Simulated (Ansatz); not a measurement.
## Hypothetical diamond Cu: 3 layers

The parent structure is Cu in the diamond structure (space group Fd-3m, No. 227; a = 5.231 Å; a hypothetical phase, not in the database extracts checked). Axes: x, y, z lie along the cube axes.

One thing is altered: a free-standing slab of 3 layers (6 atoms, 2 a layer) is cut normal to [110], with 15 Å of vacuum and the in-plane cell held at bulk.

Computed with Kohn–Sham DFT with the PBEsol functional, run in Ansatz (a first-principles code) with PAW and 420 eV plane waves, no spin-orbit coupling. k-mesh 13×9×1 (Γ-centred); smearing 0.05 eV (Fermi–Dirac), for the changed cell.

Layer's space group (with vacuum): Pmma (No. 51)
Band gap: zero (base zero)
Excess energy per area of both faces (slab less bulk energy over the cell's area: twice a surface energy): 1.64 J/m² (uncertain by up to 0.05 J/m²)
Change of the spacing d12 from its bulk value of 1.849 Å: +3.1 %

Cost of the whole job for the changed cell (relaxation, final SCF and bands): about 5 core-minutes (a rough figure).

The excess energy carries the mismatch between the slab's and the bulk's meshes. Stability against distortions was not tested. The final runs are not spin-polarised.
